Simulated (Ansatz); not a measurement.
## TaC (I4/mmm): band-structure transport figures

Consider the following.

```yaml
crystal:
  lattice:
    - [0.00000, 2.21995, 2.21695]
    - [2.21995, 0.00000, 2.21695]
    - [2.21995, 2.21995, 0.00000]
  atoms:
    - { symbol: Ta, position: [0.00000, 0.00000, 0.00000] }
    - { symbol: C, position: [0.50000, 0.50000, 0.50000] }
```

These are PBEsol, rigid bands (plane waves, PAW, scalar-relativistic; Ansatz, an electronic-structure program) values and carry that method's errors. Condition of this run: uniaxial stress zz = 1 GPa (compression positive) (the target of the relaxation). How the cell was made: cell and atoms relaxed with PBEsol, then loaded as said.

```yaml
density of states at the Fermi level: 0.617 states/(eV·cell), both spins
bare Sommerfeld coefficient: 0.73 mJ/(mol of atoms·K²)
drude_plasma_energy: 8.3 eV
root-mean-square Fermi velocity: 9.7e5 m/s
resistivity times τ: 7.1 ×10⁻²² Ω·m·s
```

A metal at this level (no band gap); rigid bands, thermally averaged at 300 K, both spins. Spin-orbit coupling is left out, which matters with elements this heavy. τ is one relaxation time for all states.
